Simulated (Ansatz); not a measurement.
C11b MoSi₂ was calculated with r²SCAN-D4 in Ansatz (PAW).

Run with plane-wave cutoff 560 eV, 24×24×24 k mesh, Fermi–Dirac smearing 0.05 eV, no spin polarisation, scalar-relativistic PAW data made under PBE.

Computed points:

```csv
V (Å³/atom),E − E_lowest (meV/atom),P (GPa)
12.709,15.86,9.96
12.973,3.82,4.71
13.238,0.00,-0.01
13.503,3.56,-4.23
13.768,13.75,-8.02
```

Question: Estimate the bulk modulus and its pressure derivative from these points.

Answer: V0 = 13.238 Å³/atom, B0 = 223 GPa, B′ = 4.4 (fit to the energies at full precision).

Shape and atoms are relaxed at each volume.

Measured, for comparison: bulk modulus 222 ± 2 GPa (room temperature, not corrected to a static lattice, B' = 4; as tabulated in Structural stability of MoSi2 and Mo5Si3 under high pressure, Chin. Phys. B 26 …). Computed less measured: bulk modulus +0.5 % (inside the measured uncertainty). A static lattice is as a rule a little smaller and stiffer than an uncorrected measurement, which can account for part of this in the bulk modulus.

Static lattice: no zero-point or thermal effects.

Ansatz is a first-principles code.
